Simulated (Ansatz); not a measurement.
# A computed series for Sn: response to strain

The reference is Sn in the diamond structure (space group Fd-3m, No. 227; a = 6.5665 Å). Axes: x, y, z lie along the cube axes.

Strains are applied to the cell and any free atomic positions relax; under biaxial strain the out-of-plane vector relaxes too.

Calculations: r2SCAN, PAW, 500 eV (Ansatz, an electronic-structure program; without spin-orbit coupling).

Notes on the quantities. pressure: mean of the normal stresses, compression positive; energy relative to the base: free energy F.

| variant | pressure | energy relative to the base | volume per atom |
|---|---|---|---|
| base | 0.0 GPa | 0 meV/atom | 35.39 Å³ |
| biaxial strain −2.50 %, plane normal [111], relaxed out of plane | 1.8 GPa | +14 meV/atom | 34.10 Å³ |
| biaxial strain −2.08 %, plane normal [111], relaxed out of plane | 1.4 GPa | +9.6 meV/atom | 34.32 Å³ |
| biaxial strain −1.67 %, plane normal [111], relaxed out of plane | 1.1 GPa | +6.1 meV/atom | 34.53 Å³ |
| biaxial strain −1.25 %, plane normal [111], relaxed out of plane | 0.8 GPa | +3.4 meV/atom | 34.74 Å³ |
| biaxial strain −0.83 %, plane normal [111], relaxed out of plane | 0.5 GPa | +1.5 meV/atom | 34.96 Å³ |
| biaxial strain −0.42 %, plane normal [111], relaxed out of plane | 0.3 GPa | +0.4 meV/atom | 35.17 Å³ |

Whether these cells are dynamically stable was not tested.
